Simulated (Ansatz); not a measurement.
Terminations of the (111)B surface of zinc-blende ZnS (S plane on top), measured from the surface '2x2 with 2 H on 4 top atoms'. Atoms come from or go to: Al: fcc Al, H: ½ H2(g), Mg: hcp Mg, N: ½ N2(g), O: ½ O2(g), S: ⅛ S8(g), Si: silicon, Zn: hcp Zn. ΔE is the energy of forming the row's surface from that one (negative: more stable at these reservoirs); the vacuum level's shift is aligned on the shared bottom. No zero-point or thermal terms. These are constructed structures in small cells; real faces may alloy, dewet or reconstruct in larger ones, and not all known structures of the face are among them. Slabs of about 13 Å with all that they carry, Fermi-Dirac smearing of 0.025 eV. Bottom of the slabs: H caps. Relaxed from the named starts with such symmetry as they have, on meshes of like density; energies extrapolated to zero smearing; no spin-orbit coupling, no U. Spin-polarised runs, if any, are marked in brackets, and their order is one that fits the cell; the others ran without spin. Where a second, spin-polarised start was run, the lower counts. A dash marks a value that is undefined for that row (no clear gap, or no work function of a gapped slab) or was not read reliably on its mesh.

All values below come from PBE (plane waves to 420 eV, PAW; Ansatz, a quantum-chemistry and plane-wave program).

| surface | atoms added per 1x1 | ΔE per 1x1 (eV) | slab gap (eV) | shift of the vacuum level (eV) | work function (eV) |
|---|---|---|---|---|---|
| 2x2 Zn adatom at T4 (3 S–Zn bonds formed) | -0.5 H, +0.25 Zn | 0.21 | 1.50 | -0.15 | – |
| 2x2 Si adatom at H3 | -0.5 H, +0.25 Si | 0.35 | 1.33 | 0.40 | – |
| 2x2 O adatom at T4 (2 O–S bonds formed; 1 O–Zn, 2 S–Zn bonds broke) | -0.5 H, +0.25 O | 0.57 | 1.26 | 1.68 | – |
| 2x2 cell from a buckled start | -0.5 H | 0.68 | – | 1.88 | 6.95 |
| 2x2 with 1 H on 4 top atoms [spin start, no net moment] | -0.25 H | 0.31 | – | 1.14 | 6.33 |
| 2x2 Mg adatom at T4 (3 Mg–S bonds formed) | -0.5 H, +0.25 Mg | -0.11 | 1.74 | -1.18 | – |
| 2x2 Al adatom at H3 [spin, 1.0 μB a cell] | +0.25 Al, -0.5 H | [?] | – | 0.39 | – |
| 2x2 with 2 NH2 on 4 top atoms | +0.5 H, +0.5 N | 0.12 | 2.26 | -0.24 | – |
| 2x2 with 2 OH on 4 top atoms | +0.5 O | -0.48 | 2.07 | 0.31 | – |
| 2x2 Zn adatom at T1 | -0.5 H, +0.25 Zn | 0.63 | – | -0.30 | – |
| 2x2 S adatom at T1 [spin, 1.8 μB a cell] | -0.5 H, +0.25 S | 0.64 | – | 0.68 | – |
| 2x2 S adatom at T4 (2 S–S bonds formed) | -0.5 H, +0.25 S | 0.52 | 1.20 | 0.88 | – |

Question: Fill in the missing entries.

Answer: 
- 2x2 Al adatom at H3 [spin, 1.0 μB a cell], ΔE per 1x1 (eV): 0.17
